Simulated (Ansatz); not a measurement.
**Hypothetical P6_3/mmc PbI2, pressure series**

Consider PbI2 in the 2H-MoS2 type structure (space group P6_3/mmc, No. 194; a = 4.398 Å, c = 14.845 Å; a hypothetical phase, not in the database extracts checked).

Cell and atoms are relaxed at each pressure.

Level of theory: PBE-D3(BJ) (Ansatz, an electronic-structure program, PAW, no spin-orbit coupling), earlier PAW set.

| pressure (GPa) | volume per atom (Å³/atom) |
|---|---|
| 0 | 41.440 |
| 0.3 | ? |
| 0.7 | 39.662 |
| 1.5 | 38.162 |
| 3 | 36.056 |
| 5 | 33.959 |
| 7.5 | 31.925 |
| 10 | 30.280 |

**Question.** Fit the third-order Birch–Murnaghan form P(V) = (3B₀/2)[(V₀/V)^(7/3) − (V₀/V)^(5/3)]·[1 + (3/4)(B₀′ − 4)((V₀/V)^(2/3) − 1)] (squares taken in P) to the rows shown and predict the withheld row.

**Answer.** Least squares on the printed values gives V₀ = 41.274 Å³/atom, B₀ = 16.9 GPa, B₀′ = 4.2; this predicts 40.573 Å³/atom, and the run gives 40.585 Å³/atom, 0.012 higher.

A case with no gap was solved on a k-mesh chosen for an insulator, which is coarse for it. Load acts through the strain it causes; cell and atoms are relaxed under it. Stability against distortions was not tested. Competing high-pressure phases were not computed. All final runs are without spin polarisation.
